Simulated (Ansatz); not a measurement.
Structures of equal composition on the (111) surface of fcc Rh: a pseudomorphic layer of Pd in the host's stacking; a pseudomorphic layer of Pd in the other hollow. The slabs share one bottom face, and each structure is named by its start. These are constructed structures in small cells; real faces may alloy, dewet or reconstruct in larger ones, and not all known structures of the face are among them. Slabs of about 11 Å, Fermi-Dirac smearing of 0.1 eV. Bottom of the slabs: a bare face, its two planes held. Relaxed from the named starts with such symmetry as they have, on meshes of like density; energies extrapolated to zero smearing; spin only where a row says so; no spin-orbit coupling, no U. Brackets mark spin-polarised runs, whose order is one that fits the cell.

The numbers are results of PBE (plane waves to 420 eV, PAW; Ansatz, a program for electronic structure), not measurements.

Problem. Put the candidates in order of energy per 1x1 cell, lowest first, for PBE.

Solution. a pseudomorphic layer of Pd in the host's stacking (0.000 eV), a pseudomorphic layer of Pd in the other hollow (0.035 eV)
